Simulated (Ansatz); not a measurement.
## How the lattice constant a of TaSi2 (model structure, started from the MoSi2 type, I4/mmm, No. 139, 3 atoms in the cell) moves with the method

No measured value is used here.

Q: Put these levels in order of the lattice constant a that they give for TaSi2 (model structure, started from the MoSi2 type, I4/mmm, No. 139, 3 atoms in the cell), smallest first: PBE (Ansatz, a first-principles code), PBE-D3(BJ) (Ansatz), PBEsol (Ansatz).

A: PBE-D3(BJ) (3.242 Å), PBEsol (3.254 Å), PBE (3.283 Å)

Density-functional levels without +SOC have no spin–orbit coupling. Ansatz's density-functional and Hartree–Fock values are scalar-relativistic unless marked +SOC, with PAW data made under PBE.

A model structure was made by putting elements into a prototype or built by hand; it is no filed structure, need not be a known phase, and can be a saddle point held by its symmetry.
